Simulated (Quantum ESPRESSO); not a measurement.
Troubleshooting Quantum ESPRESSO: a failed run on ZnNi (P4/mmm, 2 atoms in the cell). The aim is a self-consistent single point with DFT, LDA (PZ), plane waves, GBRV 1.5 ultrasoft (LDA) pseudopotentials.

Cell that was meant: a = 2.6766 Å, b = 2.6766 Å, c = 3.1584 Å, α = 90.00°, β = 90.00°, γ = 90.00°.

Part of the input:

```fortran
&system
 ibrav = 0
 nat = 2
 ntyp = 1
 ecutwfc = 50
 ecutrho = 400
 occupations = 'smearing'
```

The program printed (abridged):

```
     This program is part of the open-source Quantum ESPRESSO suite
     for quantum simulation of materials; please cite

Warning: card NI    58.6934  NI_LDA_V1.4.USPP.F.UPF ignored

 %%%%%%%%%%%%%%%%%%%%%%%%%%%%%%%%%%%%%%%%%%%%%%%%%%%%%%%%%%%%%%%%%%%%%%%%%%%%%%
     Error in routine read_cards (2):
     species Ni in ATOMIC_POSITIONS is nonexistent
 %%%%%%%%%%%%%%%%%%%%%%%%%%%%%%%%%%%%%%%%%%%%%%%%%%%%%%%%%%%%%%%%%%%%%%%%%%%%%%

     stopping ...
```

Problem. Read the log: what does the program object to, and what is the fix?

Solution. The fault is a species count that does not match the list of species. The number of species decides how many lines of the species card are read. To fix it, make the count match the list. The program stopped before any SCF iteration.

The sound input it was made from differs as follows (other fixes are possible):
```diff
- ntyp = 1
+ ntyp = 2
```

With that input, the run converged in 15 iterations: free energy E − TS -10945.5719 eV; Fermi level (on the code's own zero) 17.39 eV; pressure -4.62 GPa (DFT, LDA (PZ), plane waves, GBRV 1.5 ultrasoft (LDA) pseudopotentials).

On the sound input: the starting cell comes from a database of computed structures (which also holds hypothetical and non-ambient phases and stackings), without a prior relaxation at this level. Its lattice was rescaled by a random factor within 2.5 % of one. Spin polarisation is off. With a pressure of about -5 GPa the cell is away from its equilibrium volume at this level.
